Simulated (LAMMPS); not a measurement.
Consider SiO2 (stishovite, a high-pressure form), 1050 atoms, at 1440 K and 2 GPa, heated as the crystal in molecular dynamics.

Method: classical MD, pair style vashishta, file SiO.1990.vashishta; code LAMMPS.

Starting crystal:

Space group P4₂/mnm (No. 136); a = 4.1800 Å, b = 4.1800 Å, c = 2.6700 Å, α = 90.00°, β = 90.00°, γ = 90.00°

```
atom  site  symmetry       x       y       z
----  ----  --------  ------  ------  ------
Si      2a      m.mm  0.0000  0.0000  0.0000
O       4f      m.2m  0.3060  0.3060  0.0000
```

Task: What does the simulation give for the state found, the coordination number of O by Si, the density?

Result: state found: solid that has left the starting structure; no diffusion seen in 30 ps; coordination number of O by Si: 1.98 (counted to 2.22 Å); density: 2.717 ± 0.003 g/cm³.

Caution: enthalpy drifts during the constant-pressure average: a transition or slow ageing; fluctuation values are void. Caution: with SiO.1990.vashishta the 0 K volume of this crystal is 30 % off the measured one.
